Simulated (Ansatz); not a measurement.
**SiC, response to strain and stress**

Consider SiC in the zinc blende structure (space group F-43m, No. 216; a = 4.357 Å). Axes: x, y, z lie along the cube axes.

Strains are applied to the cell and any free atomic positions relax; under biaxial strain the out-of-plane vector relaxes too; under stress the whole cell relaxes.

The values are results of Ansatz (a program for electronic structure), r2SCAN, PAW, cutoff 500 eV, scalar-relativistic without spin-orbit coupling, earlier PAW set, not measurements.

Candidates:
(a) uniaxial stress, 1 GPa tension along z
(b) uniaxial strain ε_xx = +1.81 %
(c) tensor shear ε_xy = +3.31 %
(d) biaxial strain +3.07 %, plane normal [001], relaxed out of plane

Base values:

```
Quantity    Value
--------  -------
Band gap  1.71 eV
```

Question: Order them by band gap, highest first.

Answer: (a) uniaxial stress, 1 GPa tension along z (1.69 eV), (b) uniaxial strain ε_xx = +1.81 % (1.63 eV), (d) biaxial strain +3.07 %, plane normal [001], relaxed out of plane (1.22 eV), (c) tensor shear ε_xy = +3.31 % (1.15 eV)

Beyond what the load breaks, stability against distortions was not tested.
